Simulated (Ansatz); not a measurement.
Worked example: self-consistent single point of InBi2S4Cl (Cm, 8 atoms in the cell) in Ansatz (an electronic-structure program).

Level of theory: PBEsol, default PAW files made with PBE (plane waves; Ansatz).

The change in words: lattice scaled by 0.98; kpoints.mp_grid.grid: 6 6 2 → 17 17 9. Reference geometry:
```yaml
crystal:
  lattice:
    - [6.32031, -1.97729, 0.00000]
    - [6.32031, 1.97729, 0.00000]
    - [-3.72219, 0.00000, 7.79498]
  atoms:
    - { symbol: In, position: [0.00189, 0.00189, 0.00641] }
    - { symbol: Bi, position: [0.79566, 0.79566, 0.27516] }
    - { symbol: Bi, position: [0.20434, 0.20434, 0.72484] }
    - { symbol: S, position: [0.16340, 0.16340, 0.31688] }
    - { symbol: S, position: [0.83660, 0.83660, 0.68312] }
    - { symbol: S, position: [0.37459, 0.37459, 0.05408] }
    - { symbol: S, position: [0.62541, 0.62541, 0.94592] }
    - { symbol: Cl, position: [0.50000, 0.50000, 0.50000] }
```

Reference input (self-consistent single point, DFT, PBEsol, plane waves, default PAW files made with PBE): basis.ecutwfc = 420 eV; kpoints.mp_grid.grid = 6 6 2; hamiltonian.xc = pbesol; hamiltonian.pseudopotentials = {kind: paw} (the program's default PAW files); scf.occupations.method = fermi_dirac; scf.occupations.width = 0.02 eV. This run's input differs from it in these lines:

Ansatz 0.2 input:
```diff
@@ -2,14 +2,14 @@
   lattice:
-    - [6.320314, -1.977294, 0.000000]
-    - [6.320314, 1.977294, 0.000000]
-    - [-3.722189, 0.000000, 7.794978]
+    - [6.193908, -1.937748, 0.000000]
+    - [6.193908, 1.937748, 0.000000]
+    - [-3.647745, 0.000000, 7.639078]
   atoms:
-    - { symbol: In, position_ang: [0.000004, 0.000000, 0.049997] }
-    - { symbol: Bi, position_ang: [9.033445, 0.000000, 2.144866] }
-    - { symbol: Bi, position_ang: [-0.115006, 0.000000, 5.650112] }
-    - { symbol: S, position_ang: [0.885991, 0.000000, 2.470073] }
-    - { symbol: S, position_ang: [8.032448, -0.000000, 5.324905] }
-    - { symbol: S, position_ang: [4.533757, -0.000000, 0.421552] }
-    - { symbol: S, position_ang: [4.384682, -0.000000, 7.373426] }
-    - { symbol: Cl, position_ang: [4.459219, 0.000000, 3.897489] }
+    - { symbol: In, position_ang: [0.000004, -0.000000, 0.048997] }
+    - { symbol: Bi, position_ang: [8.852776, -0.000000, 2.101969] }
+    - { symbol: Bi, position_ang: [-0.112705, 0.000000, 5.537109] }
+    - { symbol: S, position_ang: [0.868272, -0.000000, 2.420671] }
+    - { symbol: S, position_ang: [7.871799, 0.000000, 5.218407] }
+    - { symbol: S, position_ang: [4.443082, -0.000000, 0.413121] }
+    - { symbol: S, position_ang: [4.296989, 0.000000, 7.225957] }
+    - { symbol: Cl, position_ang: [4.370036, 0.000000, 3.819539] }
 basis:
@@ -18,3 +18,3 @@
   mp_grid:
-    grid: [6, 6, 2]
+    grid: [17, 17, 9]
 hamiltonian:
```

Log, with long lists cut:

```
SCF iter   1: F=—  HF=-34614.418414 eV  |F-HF|=—  |Δ(HF+E_count)|=         —  Δρ=5.59e-3  dr2=9.39e-2  ethr=1.77e-3  ⟨swp⟩=8.1  Hψ=140879  notcnv=0  defer=36
all-band conjugate gradients solve this SCF's bands
preconditioner: auto → Resta (q_TF=auto, 2.345 Å⁻¹)
the mixing steps aren't corrected for partly filled atomic shells, since the memory limit or a GPU had no room for it …
   [... lines left out ...]
SCF iter   5: F=—  HF=-34614.391378 eV  |F-HF|=—  |Δ(HF+E_count)|=   2.37e-5  Δρ=7.10e-5  dr2=1.73e-5  ethr=1.86e-7  ⟨swp⟩=2.0  Hψ=38770  notcnv=0  defer=843
SCF iter   6: F=—  HF=-34614.391438 eV  |F-HF|=—  |Δ(HF+E_count)|=   5.96e-5  Δρ=2.22e-5  dr2=9.66e-7  ethr=2.34e-8  ⟨swp⟩=2.0  Hψ=39713  notcnv=0  defer=843
SCF iter   7: F=—  HF=-34614.391439 eV  |F-HF|=—  |Δ(HF+E_count)|=   8.62e-7  Δρ=7.00e-6  dr2=1.43e-7  ethr=1.35e-10  ⟨swp⟩=10.5  Hψ=154978  notcnv=0
SCF iter   8: F=-34614.391439 eV  HF=-34614.391439 eV  |F-HF|=2.56e-9  |Δ(HF+E_count)|=   2.84e-8  Δρ=1.56e-6  dr2=5.50e-9  ethr=1.35e-10  ⟨swp⟩=4.1  Hψ=103676  notcnv=0
SCF 1 converged in 8 iterations: F = -34614.391439 eV  dr2 = 5.50e-9
Free energy (F): -34614.391439 eV
Internal energy: -34614.391439 eV  (E = F + TS)
E sigma→0 (E₀):  -34614.391439 eV
Fermi energy:    8.333368 eV
--- Forces (eV/Å), atoms counted from 1 ---
  atom   1  In    -0.06591738     0.00000000    -0.39904983
  atom   2  Bi     0.34825325     0.00000000     0.11594715
  atom   3  Bi    -0.27455945     0.00000000    -0.10767645
  atom   4  S     -0.15148267     0.00000000     0.35619025
  atom   5  S      0.21475585     0.00000000    -0.01318912
  atom   6  S     -0.06983380     0.00000000     0.23497514
  atom   7  S      0.00542341     0.00000000    -0.17028900
  atom   8  Cl    -0.00664727     0.00000000    -0.01689968
--- Stress (GPa, compression-positive) ---
        0.568075       0.000000       0.337526
        0.000000       0.869620       0.000000
        0.337526       0.000000       0.757372
  P = ⅓ Tr σ = 0.7317 GPa (7.317 kbar)
  The stress holds the Pulay correction. Without it, at fixed plane waves, as pw.x and ABINIT print it: P = 0.7063 GPa
```

The run converged in 8 iterations. Against the reference run the free energy drops by 14.1 meV/atom, the pressure goes from -3.43 to 0.73 GPa, the largest force goes from 0.329 to 0.404 eV/Å and the gap on the mesh hardly changes (1.579 to 1.580 eV).

The starting cell comes from a database of computed structures (which also holds hypothetical and non-ambient phases and stackings), without a prior relaxation at this level. Its lattice was rescaled by up to half a per cent. One atom was moved a little off its site on purpose. For this run, on top of that: lattice scaled by 0.98. Spin-orbit coupling is off. Ansatz's pressure includes its estimate of the finite-basis (Pulay) stress.

Cost on one core of a shared machine: roughly 8 min.
